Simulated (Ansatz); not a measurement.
LaBeNO (model structure, started from the LaZnOP type, P4/nmm, No. 129, 8 atoms in the cell), treated with HSE06 in Ansatz (PAW).

Numerical settings: plane-wave cutoff 460 eV, 6×6×4 k mesh (along the axes of the cell as run), Fermi–Dirac smearing 0.01 eV, scalar-relativistic PAW data made under PBE.

Cell (relaxed with PBEsol):

```cif
data_Be2La2N2O2
_chemical_formula_sum 'La2 Be2 N2 O2'
_space_group_name_H-M_alt 'P 1'
_space_group_IT_number 1
_cell_length_a 3.55987
_cell_length_b 3.55987
_cell_length_c 7.76706
_cell_angle_alpha 90.000
_cell_angle_beta 90.000
_cell_angle_gamma 90.000
loop_
_space_group_symop_operation_xyz
  'x, y, z'
loop_
_atom_site_label
_atom_site_type_symbol
_atom_site_fract_x
_atom_site_fract_y
_atom_site_fract_z
_atom_site_occupancy
La1 La 0.00000 0.50000 0.81937 1
La2 La 0.50000 0.00000 0.18063 1
Be1 Be 0.00000 0.00000 0.50000 1
Be2 Be 0.50000 0.50000 0.50000 1
N1 N 0.50000 0.00000 0.58594 1
N2 N 0.00000 0.50000 0.41406 1
O1 O 0.50000 0.50000 0.00000 1
O2 O 0.00000 0.00000 0.00000 1
```

Problem. Give the computed band gap and smallest direct gap on the k points sampled.

Solution. 
- band gap: 3.23 eV
- smallest direct gap on the k points sampled: 3.42 eV

Note: the relaxation could raise the start's symmetry but not lower it, so the cell can be a saddle point; cell and atoms aren't relaxed at this level (largest force component 0.13 eV/Å, pressure 1.6 GPa).

Spin–orbit coupling is not included.

Computed values are for the static lattice.

Cost on a shared machine: around 2.8 core-minutes (rough).

A model structure was made by putting elements into a prototype or built by hand; it is no filed structure, need not be a known phase, and can be a saddle point held by its symmetry.

Ansatz is a quantum-chemistry and plane-wave program.
